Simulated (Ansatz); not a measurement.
Start from SiC in the wurtzite structure (space group P6_3mc, No. 186; a = 3.075 Å, c = 5.049 Å). Axes: x lies along a and z along c of the hexagonal cell.

Calculations: r2SCAN (Ansatz, a first-principles code; PAW; 500 eV plane waves; no spin-orbit coupling), earlier PAW set.

Now apply this change: an isotropic linear strain of −1.93 %, atoms relaxed at fixed cell.

### Question
Predict the stress tensor and what it implies for the stiffness.

### Answer
Stress of the strained cell less that of the base (GPa, compression positive):
```
  15.05    0.00    0.00
   0.00   15.05    0.00
   0.00    0.00   14.69
```

Then B = −ΔP/(ΔV/V₀) with ΔV/V₀ = -0.0568 gives secant stiffness values (nonlinear terms included at this strain): B (at held cell shape, above the free-shape value) ≈ 263 GPa.

As a check, the harmonic strain energy −½ V₀ Δσ:ε is 28 meV/atom; the computed energy rise is 26 meV/atom.

No phonon test of stability was made.
